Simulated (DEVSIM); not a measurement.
Structure: W/Al2O3/p-Si capacitor, at 350 K.

```tsv
layer (left to right)	material	thickness (nm)	Na (cm⁻³)
1	Al2O3	3.90	-
2	Si	9000	4.1e15
```

Metal gate on the left, work function 4.6 eV. Fixed charge at the semiconductor interface 0 cm⁻² (in units of +e); no interface traps.

The device is made up for the run: typed textbook-type constants, with dimensions and the other settings drawn at random. Values at 300 K; Nc and Nv go as T^1.5, mobilities as T to minus their exponent, the gap by Varshni's rule with the affinity fixed.

```
parameter         Al2O3        Si
----------------  -----  --------
gap (eV)            6.8     1.124
affinity (eV)      1.35      4.05
permittivity          9      11.7
Nc (cm⁻³)             -   2.86e19
Nv (cm⁻³)             -    3.1e19
Varshni α (eV/K)      -  0.000473
Varshni β (K)         -       636
```

DEVSIM, 1D Poisson equation in equilibrium, Boltzmann statistics, complete ionisation; no quantum confinement or tunnelling. Metal contacts follow the ideal Schottky-Mott rule: no Fermi-level pinning, no interface dipoles.

Task: Give the band bending (positive: bands bend down) and minority sheet density.

Result: 
```json
[
 {"Vg (V)": "-0.8", "ψs (V)": "-0.264", "minority carriers (cm⁻²)": "< 1e8"},
 {"Vg (V)": "-0.5", "ψs (V)": "-0.167", "minority carriers (cm⁻²)": "< 1e8"},
 {"Vg (V)": "-0.2", "ψs (V)": "0.080", "minority carriers (cm⁻²)": "< 1e8"},
 {"Vg (V)": "0.1", "ψs (V)": "0.374", "minority carriers (cm⁻²)": "< 1e8"},
 {"Vg (V)": "0.4", "ψs (V)": "0.662", "minority carriers (cm⁻²)": "1.0e11"},
 {"Vg (V)": "0.7", "ψs (V)": "0.804", "minority carriers (cm⁻²)": "2.1e12"}
]
```
